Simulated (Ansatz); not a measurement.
The structure below was relaxed with Kohn–Sham DFT with the PBE functional, run in Ansatz (a first-principles code) with PAW and 420 eV plane waves, scalar-relativistic without spin-orbit coupling, earlier PAW set.

Space group Pmn2₁ (No. 31); a = 3.625 Å, b = 7.407 Å, c = 5.030 Å, α = β = γ = 90.00°

```
atom  site  symmetry       x       y       z
----  ----  --------  ------  ------  ------
As      2a       m..  0.0000  0.1370  0.7556
N       2a       m..  0.5000  0.4034  0.2554
Ga      2a       m..  0.5000  0.1698  0.4471
Ga      2a       m..  0.0000  0.4078  0.0419
```

Write out a cell with all atoms.


```cif
data_As2Ga4N2
_chemical_formula_sum 'As2 N2 Ga4'
_space_group_name_H-M_alt 'P 1'
_space_group_IT_number 1
_cell_length_a 3.62506
_cell_length_b 7.40708
_cell_length_c 5.02952
_cell_angle_alpha 90.000
_cell_angle_beta 90.000
_cell_angle_gamma 90.000
loop_
_space_group_symop_operation_xyz
  'x, y, z'
loop_
_atom_site_label
_atom_site_type_symbol
_atom_site_fract_x
_atom_site_fract_y
_atom_site_fract_z
_atom_site_occupancy
As1 As 0.50000 0.86301 0.25558 1
As2 As 0.00000 0.13699 0.75558 1
N1 N 0.50000 0.40340 0.25543 1
N2 N 0.00000 0.59660 0.75543 1
Ga1 Ga 0.00000 0.83022 0.94712 1
Ga2 Ga 0.50000 0.16978 0.44712 1
Ga3 Ga 0.00000 0.40779 0.04187 1
Ga4 Ga 0.50000 0.59221 0.54187 1
```
This is the conventional cell.

Each cell is one ordered arrangement of few atoms, which overstates ordering effects compared with a random alloy. Stability against distortions was not tested. The final runs are not spin-polarised. The cell was made from GaAs by this change: x(N) = 0.5, 8 atoms, Pmn2_1.
